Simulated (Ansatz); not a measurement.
Dopant-vacancy pairs in monoclinic HfO2: the barrier for the dopant to change places with the neighbouring vacancy. These are PBE, PAW (plane waves to 420 eV; Ansatz, a quantum-chemistry and plane-wave program) values and carry that method's errors. Climbing-image NEB, static nuclei, no finite-size correction; this step alone does not carry the dopant far.

```tsv
Dopant	Hop (Å)	Neighbours at the saddle	Cell	Barrier (eV)
F, pair charge +3	1.77	Hf at 2.07, Hf at 2.08; O at 2.55 Å	96 sites, 2×2×2 shifted, single points at the geometries of a band on a coarser mesh	0.06
Mg, pair charge -6	3.24	O at 1.86, 2 O at 1.93 Å	96 sites, 2×2×2 shifted, single points at the geometries of a band on a coarser mesh	…
N, pair charge +1	1.93	2 Hf at 1.98 Å	96 sites, 2×2×2 shifted, single points at the geometries of a band on a coarser mesh	0.22
```

Q: Some entries are withheld; supply them.

A: 
- Mg, pair charge -6, Barrier (eV): 0.89
